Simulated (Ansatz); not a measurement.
The parent structure is BAs in the zinc blende structure (space group F-43m, No. 216).

```xyz
2
Lattice="0.0000 2.3920 2.3920 2.3920 0.0000 2.3920 2.3920 2.3920 0.0000" Properties=species:S:1:pos:R:3 pbc="T T T"
As     1.1960     1.1960     1.1960
B      0.0000     0.0000     0.0000
```

Cartesian axes are those of the cell as printed.

Computed with r2SCAN (Ansatz, a first-principles code), no spin-orbit coupling.

Base values:

```
Quantity              Result
-------------------  -------
Smallest direct gap  3.44 eV
Band gap             1.38 eV
```

Perturbation: the symmetric strain tensor [0.0133 0.0059 0.0000; 0.0059 0.0018 -0.0059; 0.0000 -0.0059 0.0074]; the atoms relax in the strained cell.

Q: Estimate the effect on the smallest direct gap and band gap.

A: The smallest direct gap drops by 0.273 eV (3.44 eV → 3.16 eV); the band gap drops by 0.14 eV, from 1.38 eV to 1.24 eV.

Whether these cells are dynamically stable was not tested.
